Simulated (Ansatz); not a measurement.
The reference is ZnCu in the CsCl type structure (space group Pm-3m, No. 221; a = 2.908 Å; relaxed with 0.1 eV smearing). Axes: x, y, z lie along the cube axes.

Computed with PBEsol (Ansatz, an electronic-structure program; PAW; 420 eV plane waves; scalar-relativistic without spin-orbit coupling).

The change: tensor shear ε_xy = +0.86 % (engineering shear γ = 0.0172); the atoms relax in the strained cell.

Question: What happens to the stress?

Answer: The stress (xx, yy, zz, yz, xz, xy; compression positive) amounts to (0.0, 0.0, 0.1, 0.0, 0.0, -1.7) GPa.

Question: What does the calculation give for the energy relative to the base after the change?

Answer: The energy rises by 1.1 meV/atom.

Stability against distortions was not tested. All final runs are without spin polarisation.
